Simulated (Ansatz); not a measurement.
Given:

End structure of Sc on the 1x1 (110) surface of bcc W, one in a 2x2 cell, started at the site 'bridge W-W (span 3.2 Å)':

```xyz
17
Lattice="5.5154 0.0000 0.0000 -1.8385 5.1999 0.0000 0.0000 0.0000 26.0000" Properties=species:S:1:pos:R:3 pbc="T T T"
W      0.9192     1.3000     9.6951
W      0.0000     3.8999     9.6951
W      3.6769     1.3000     9.6951
W      2.7577     3.8999     9.6951
W      0.0000     0.0000    11.8698
W     -0.9192     2.6000    11.8698
W      2.7577     0.0000    11.8698
W      1.8385     2.6000    11.8698
W      0.9192     1.3000    14.1218
W      0.0000     3.8999    14.1259
W      3.6769     1.3000    14.1259
W      2.7577     3.8999    14.1218
W     -0.0182    -0.0257    16.3072
W     -0.8811     2.5730    16.3725
W      2.7195     0.0270    16.3725
W      1.8566     2.6257    16.3072
Sc     0.9192     1.3000    18.4855
```

Slab: 17 atoms, 6.6 Å thick at the start under the adsorbate (thin: gaps and levels are the slab's own); k 6x6x1, smearing 0.1 eV, dipole-corrected; 8 atoms held, the rest relaxed; held to the start's symmetry, so lower structures may exist; no spin, no spin-orbit, no U, no dispersion correction. At the end it is bonded to 4 W. In PBE it is, or lies within 0.03 eV of, the lowest of the starts that converged.

A negative adsorption energy means that the adsorbate is more stable on the surface than in its reference.

### Question
Predict the adsorption energy against an atom of hcp Sc from PBE (Ansatz, a quantum-chemistry and plane-wave program).

### Answer
-0.55 eV

### Question
Predict the change of the work function from PBE.

### Answer
-2.49 eV

### Question
Give the work function of the top face at the level PBE.

### Answer
2.33 eV

### Question
Predict the change of the step from the bottom to the top vacuum level, against the clean slab from PBE.

### Answer
-2.46 eV
